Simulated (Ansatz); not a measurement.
Consider BN in the wurtzite structure (space group P6_3mc, No. 186; a = 2.5545 Å, c = 4.2246 Å). Axes: x lies along a and z along c of the hexagonal cell.

Structures relaxed with plane-wave PAW DFT at the PBE level (Ansatz, a quantum-chemistry and plane-wave program, 420 eV), scalar-relativistic without spin-orbit coupling.

Base:

Simulated powder pattern, Mo Kα, λ = 0.71073 Å (kinematic, ideal powder, no thermal factors, no anomalous dispersion; the 14 strongest lines at most, above 2 %, up to 2θ = 40°):

```
2θ (°)  I/Imax (%)    hkl
------  ----------  -----
18.49          100  (100)
19.37           60  (002)
20.89           77  (101)
26.90           25  (102)
32.31           49  (110)
34.81           48  (103)
37.48          7.1  (200)
37.95           27  (112)
38.79          6.1  (201)
```

Perturbation: biaxial strain +3.00 %, plane normal [001], relaxed out of plane (Cartesian); in-plane vectors clamped, the third vector and the atoms free.

Where do the lines fall after the change?


Simulated powder pattern, Mo Kα, λ = 0.71073 Å (kinematic, ideal powder, no thermal factors, no anomalous dispersion; the 14 strongest lines at most, above 2 %, up to 2θ = 40°):

```json
[
 {"2θ (°)": "17.94", "d (Å)": "2.279", "I/Imax (%)": "100", "hkl": "(100)"},
 {"2θ (°)": "19.44", "d (Å)": "2.105", "I/Imax (%)": "53", "hkl": "(002)"},
 {"2θ (°)": "20.43", "d (Å)": "2.004", "I/Imax (%)": "76", "hkl": "(101)"},
 {"2θ (°)": "26.57", "d (Å)": "1.546", "I/Imax (%)": "24", "hkl": "(102)"},
 {"2θ (°)": "31.34", "d (Å)": "1.316", "I/Imax (%)": "49", "hkl": "(110)"},
 {"2θ (°)": "34.60", "d (Å)": "1.195", "I/Imax (%)": "44", "hkl": "(103)"},
 {"2θ (°)": "36.35", "d (Å)": "1.139", "I/Imax (%)": "7.1", "hkl": "(200)"},
 {"2θ (°)": "37.15", "d (Å)": "1.116", "I/Imax (%)": "27", "hkl": "(112)"},
 {"2θ (°)": "37.70", "d (Å)": "1.100", "I/Imax (%)": "6.1", "hkl": "(201)"}
]
```

The indices refer to the base's conventional cell; one index is shown for lines that coincide.

Whether these cells are dynamically stable was not tested.
